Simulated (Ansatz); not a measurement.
MgF2-1T monolayer, on its own PBE lattice.

```xyz
3
Lattice="3.0956 0.0000 0.0000 -1.5478 2.6809 0.0000 0.0000 0.0000 20.3820" Properties=species:S:1:pos:R:3 pbc="T T T"
F      1.5478     0.8936     9.2447
Mg     0.0000     0.0000    10.1910
F      0.0000     1.7872    11.1373
```

Values marked by level come from PBE+D3(BJ) (plane waves to 420 eV, PAW; Ansatz, a quantum-chemistry and plane-wave program); r2SCAN (plane waves to 500 eV, PAW; Ansatz); HSE06 (plane waves to 420 eV, PAW; Ansatz). Geometries and values that name no level are of the first. Spin–orbit coupling is left out; PBE gaps are too small against experiment. Its k-point mesh 12×12×1, Fermi–Dirac width 0.01 eV. HSE06 ran on meshes of its own (9×9×1); its edges and gaps are taken over the mesh and over extra points off it, mostly where PBE has its edges.

All levels ran on one geometry.

```csv
level,mesh,gap (eV)
PBE,12×12×1,7.49
r2SCAN,12×12×1,8.52
HSE06,9×9×1,[?]
```

Task: Some entries are withheld; supply them.

Result: 
- HSE06, gap (eV): 9.68
